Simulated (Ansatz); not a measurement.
Relaxation of the outer planes of the (11-21) surface of hcp Ti in its 1x1 cell, outermost plane spacing 0.70 Å in the ideal cut.

The numbers are results of PBE (plane waves to 420 eV, PAW; Ansatz, a first-principles code), not measurements.

Slab: 15 atoms, 9.8 Å thick at the start (thin: gaps and levels are the slab's own); k 8x8x1, smearing 0.1 eV, dipole-corrected; all atoms relaxed; start symmetry kept, larger cells not searched; no spin, no spin-orbit, no U.

```json
[
 {"plane": "1", "atoms": "Ti", "bulk spacing to the next (Å)": "0.701", "relaxed spacing (Å)": "0.558", "change (%)": "-20.4", "rumpling (Å)": "0.00"},
 {"plane": "2", "atoms": "Ti", "bulk spacing to the next (Å)": "0.701", "relaxed spacing (Å)": "0.607", "change (%)": "-13.3", "rumpling (Å)": "0.00"}
]
```
